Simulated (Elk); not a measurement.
Worked example: self-consistent single point of TiAu (P1, 2 atoms in the cell) in Elk.

Method: Elk with LDA (PW92), all-electron FP-LAPW, Elk's shipped species files, default APW+lo basis.

The change in words: lattice scaled by 0.98. Reference geometry:
```
CELL_PARAMETERS angstrom
      3.27894     0.00000     0.00000
      0.00000     3.27894     0.00000
      0.00000     0.00000     3.27894
ATOMIC_POSITIONS crystal
  Ti 0.51059 0.50454 0.51151
  Au 0.98941 0.99546 0.98849
```
Moments meant for the start (each program seeds them in its own way; μB, in the order of the atoms Ti Au): 1.0 0.0.

Reference input (self-consistent single point, DFT, LDA (PW92), all-electron FP-LAPW, Elk's shipped species files, default APW+lo basis): spinpol = true; swidth = 0.00367493 Ha; ngridk = 6 6 6; reducebf = 0.8; rmtscf = 0.94; nempty = 12 per atom; maxscl = 100; bfcmt = [[0.0, 0.0, -1.0], [0.0, 0.0, 0.0]]. This run's input differs from it in these lines:

```diff
@@ -22,5 +22,5 @@
 avec
-    6.1962985791    0.0000000000    0.0000000000
-    0.0000000000    6.1962985791    0.0000000000
-    0.0000000000    0.0000000000    6.1962985791
+    6.0723722296    0.0000000000    0.0000000000
+    0.0000000000    6.0723722296    0.0000000000
+    0.0000000000    0.0000000000    6.0723722296
```

Output, abridged:

```
│ Self-consistent loop started │
│ Loop number : 1 │
 total energy                :     -19856.7660401
 total moment                :    1.750890882
│ Loop number : 2 │
 total energy                :     -19858.8150503
 total moment                :    1.728145135
RMS change in Kohn-Sham potential (target) :   0.3873505855     (  0.1000000000E-05)
Absolute change in total energy (target)   :    2.049010241     (  0.1000000000E-03)
│ Loop number : 3 │
 total energy                :     -19864.0198323
 total moment                :    1.669429996
RMS change in Kohn-Sham potential (target) :   0.3363954758     (  0.1000000000E-05)
   [... lines left out ...]
│ Loop number : 32 │
 total energy                :     -19889.4233614
 total moment                :   0.2427812121E-02
RMS change in Kohn-Sham potential (target) :   0.1640013057E-05 (  0.1000000000E-05)
Absolute change in total energy (target)   :   0.6157231837E-05 (  0.1000000000E-03)
│ Loop number : 33 │
 total energy                :     -19889.4233627
 total moment                :   0.5801130135E-03
RMS change in Kohn-Sham potential (target) :   0.1931475757E-06 (  0.1000000000E-05)
Absolute change in total energy (target)   :   0.2779477654E-05 (  0.1000000000E-03)
Convergence targets achieved

│ Loop number : 34 │

Energies :
 Fermi                       :     0.337627368436
 xc effective B-field        :    -0.432698781647E-08
 external B-field            :      0.00000000000
 total energy                :     -19889.4233628
 (external B-field energy excluded from total)

Density of states at Fermi energy :    84.55421923
 (states/Hartree/unit cell)

Estimated indirect band gap :   0.1700213435E-02
 from k-point     53 to k-point    120
Estimated direct band gap   :   0.1496690870E-01
 at k-point    180

Charges :
 core                        :    58.00000000
 valence                     :    43.00000000
 interstitial                :    2.966869471
 muffin-tins (core leakage)
  species :    1 (Ti)
   atom    1                 :    19.99678184     (  0.3048373998E-08)
  species :    2 (Au)
   [... lines left out ...]
 total charge                :    101.0000000
 error                       :   0.5061027806E-03

Moments :
 interstitial                :   0.1315688804E-03
 muffin-tins
  species :    1 (Ti)
   atom    1                 :   0.4400349253E-03
  species :    2 (Au)
   atom    1                 :   0.4899499934E-04
 total in muffin-tins        :   0.4890299247E-03
 total moment                :   0.6205988050E-03

│ Self-consistent loop stopped │
```

The run converged in 34 iterations. The count includes the last loop, which Elk runs after its targets are met. Against the reference run the free energy goes down by 60.5 meV/atom.

The starting cell comes from a database of computed structures (which also holds hypothetical and non-ambient phases and stackings), without a prior relaxation at this level. Its atoms were displaced at random from the sites of space group no. 221. For this run, on top of that: lattice scaled by 0.98. Spin-orbit coupling is off. The starting moments vanished: the run ended non-magnetic. Values depend on the basis (sphere radii, cutoffs, local orbitals), which need not be converged. The log's line on a gap gives a spacing of levels on this mesh, which the program prints for metals too.

Cost on one core of a shared machine: roughly 8 min.
